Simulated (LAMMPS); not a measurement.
MD of TiO2 (rutile) at zero pressure, 576 atoms, as a crystal; each row is its own run.

Method: classical MD, Buckingham potential of Matsui and Akaogi, Mol. Simul. 6, 239 (1991), as tabulated by Reinhardt, J. Chem. Phys. 151, 064505 (2019), used with rigid ions (no shells), PPPM sums, short-range terms cut at 10 Å, modified for these runs by an r^-4 repulsive force inside the short-range force's maximum, run in LAMMPS.

```csv
T (K),enthalpy (eV/atom)
200,-13.208
940,-13.013
1260,-12.924
1580,-12.837
1890,-12.749
2200,-12.658
2520,-12.563
```

Question: Fit a straight line, y = a + b x, to these rows (x is the first column, y the second) and predict the run at x = 300.

Answer: Least squares gives a = -13.271 and b = 0.0002780. At x = 300 the fit predicts -13.187 eV/atom. The run itself gave -13.1819 ± 0.0001 eV/atom, so the fit is 5 meV/atom low.

Caution (rows 940; 1260; 1580; 1890; 2200; 2520): a run this short can hold a crystal over, or a liquid under, the potential's own melting point, which these runs don't give.
